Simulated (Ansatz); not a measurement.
# BN: pressure series

Start from BN in the zinc blende structure (space group F-43m, No. 216).

```yaml
crystal:
  lattice:
    - [0.00000, 1.81234, 1.81234]
    - [1.81234, 0.00000, 1.81234]
    - [1.81234, 1.81234, 0.00000]
  atoms:
    - { symbol: N, position: [0.75000, 0.75000, 0.75000] }
    - { symbol: B, position: [0.00000, 0.00000, 0.00000] }
```

Cell and atoms are relaxed at each pressure.

All numbers come from Ansatz (a program for electronic structure) PBE, spin-orbit coupling left out.

Two rows of this table had their results exchanged by mistake.

```
pressure          volume per atom (Å³)  shortest distance (Å)  band gap
----------------  --------------------  ---------------------  --------
pressure −2 GPa                   5.99                  1.572   4.46 eV
pressure −1 GPa                   5.97                  1.571   4.46 eV
pressure 0.3 GPa                  5.95                  1.569   4.46 eV
pressure 0.7 GPa                  5.94                  1.569   4.46 eV
pressure 1.5 GPa                  5.80                  1.556   4.49 eV
pressure 3 GPa                    5.91                  1.565   4.47 eV
pressure 5 GPa                    5.88                  1.563   4.48 eV
pressure 7.5 GPa                  5.84                  1.559   4.48 eV
pressure 10 GPa                   5.93                  1.567   4.47 eV
```

### Question
Which two?

### Answer
The rows for pressure 1.5 GPa and pressure 10 GPa: the volume has to fall steadily with pressure, so 5.93 Å³ belongs to pressure 1.5 GPa and 5.80 Å³ to pressure 10 GPa.

Load acts through the strain it causes; cell and atoms are relaxed under it. Whether these cells are dynamically stable was not tested. Competing high-pressure phases were not computed.
